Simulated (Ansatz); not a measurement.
**The (310) surface of fcc Al in its 1x1 cell, outermost plane spacing 0.64 Å in the ideal cut**

All values below come from PBE (plane waves to 420 eV, PAW; Ansatz, a program for electronic structure).

Slab: 17 atoms, 10.2 Å thick at the start (thin: gaps and levels are the slab's own); k 9x6x1, smearing 0.1 eV, dipole-corrected; all atoms relaxed; symmetry of the start imposed; no spin, no spin-orbit, no U.

The surface energy (mean of both faces) comes out as 1.02 J/m², the surface energy before relaxation is 1.05 J/m² and the work function of the top face is 4.23 eV. The energy released by relaxation comes out as 0.100 eV and the cost comes out as about 4 core-minutes (a rough figure).
